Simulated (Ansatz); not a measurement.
Structures of equal composition on the (0001) surface of wurtzite ZnO (Zn plane on top): 2x2 Mg adatom at H3; 2x2 Mg adatom at T4. The slabs share one bottom face, and each structure is named by its start. These are constructed structures in small cells; real faces may alloy, dewet or reconstruct in larger ones, and not all known structures of the face are among them. Slabs of about 14 Å with all that they carry, Fermi-Dirac smearing of 0.025 eV. Bottom of the slabs: H caps. Relaxed from the named starts with such symmetry as they have, on meshes of like density; energies extrapolated to zero smearing; no spin-orbit coupling, no U. Spin-polarised runs, if any, are marked in brackets, and their order is one that fits the cell; the others ran without spin. Where a second, spin-polarised start was run, the lower counts.

Host crystal: wurtzite ZnO, with a band gap (PBE, scalar-relativistic without spin-orbit coupling).

Method: r2SCAN, at the PBE geometry (plane waves to 500 eV, PAW; Ansatz, a first-principles code).

Problem. Rank these by energy per 1x1 cell (lowest first), as r2SCAN, at the PBE geometry gives it.

Solution. 2x2 Mg adatom at T4 (0.000 eV, gap 0.30 eV on the mesh), 2x2 Mg adatom at H3 (0.016 eV, a narrow gap of 0.20 eV by band count)
